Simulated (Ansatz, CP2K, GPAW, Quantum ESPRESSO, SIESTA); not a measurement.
**One structure in several programs: Cd3Pt (I4/mmm, 4 atoms in the cell)**

Self-consistent single point.

```yaml
crystal:
  lattice:
    - [-2.07600, 2.07600, 4.31568]
    - [2.07600, -2.07600, 4.31568]
    - [2.07600, 2.07600, -4.31568]
  atoms:
    - { symbol: Cd, position: [0.75000, 0.25000, 0.50000] }
    - { symbol: Cd, position: [0.25000, 0.75000, 0.50000] }
    - { symbol: Cd, position: [0.50000, 0.50000, 0.00000] }
    - { symbol: Pt, position: [0.00000, 0.00000, 0.00000] }
```

Shared settings, as Ansatz (a program for electronic structure) writes them: kpoints.mp_grid.grid = 9 9 9; scf.occupations.method = fermi_dirac; scf.occupations.width = 0.1 eV. Potentials and cutoffs stand in the table.

```
code                                                                                                                                      model  pressure (GPa)       cutoff
----------------  -----------------------------------------------------------------------------------------------------------------------------  --------------  -----------
SIESTA            GGA PBEsol, numerical atomic orbitals DZP, PseudoDojo PBEsol standard norm-conserving potentials (rewritten from UPF to PSML)           -7.65  grid 350 Ry
Ansatz                                                                                                          PBEsol, PAW files made with PBE           -3.56       420 eV
GPAW                                                                                      PBEsol, GPAW PAW datasets PBEsol (made by gpaw-setup)           -4.00       600 eV
Quantum ESPRESSO                                                                           PBEsol, SSSP 1.1.2 efficiency (PBE) pseudopotentials           -4.93        45 Ry
CP2K                                                                 PBEsol, GPW, DZVP-MOLOPT-SR-GTH basis, GTH-PBE potentials (GTH_POTENTIALS)           -1.54  grid 500 Ry
```

On Ansatz's run: spin-orbit coupling is off. Spin polarisation is off.

The spread over the programs that give each value: pressure within 6.11 GPa.

SIESTA and CP2K use small atom-centred bases, whose incompleteness enters pressures, forces and empty levels differently from a plane-wave cutoff. Ansatz's pressure is given at a fixed set of plane waves, as the other plane-wave codes print theirs; with its correction for the finite basis it is -3.53 GPa. In the pressure, SIESTA (by 3.65) and CP2K (by 2.46) lie more than 1 GPa from the median of the plane-wave programs.

The starting cell comes from a database of computed structures (which also holds hypothetical and non-ambient phases and stackings), without a prior relaxation at this level.

Left out of this page: Elk (not drawn, or without a comparable value).

Keys are those of Ansatz 0.2.
